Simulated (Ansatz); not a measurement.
Results of r²SCAN (Ansatz, an electronic-structure program, PAW) for TiB (Pnma, No. 62).

Settings: plane-wave cutoff 500 eV, 8×14×10 k mesh (along the axes of the cell as run), Fermi–Dirac smearing 0.05 eV, no spin polarisation, scalar-relativistic PAW data made under PBE.

Computed at the level's own relaxed cell.

Question: What does this level give for the volume per atom?

Answer: 
* **volume per atom**: 10.59 Å³/atom

The run finds no gap.

Static lattice: no zero-point or thermal effects.
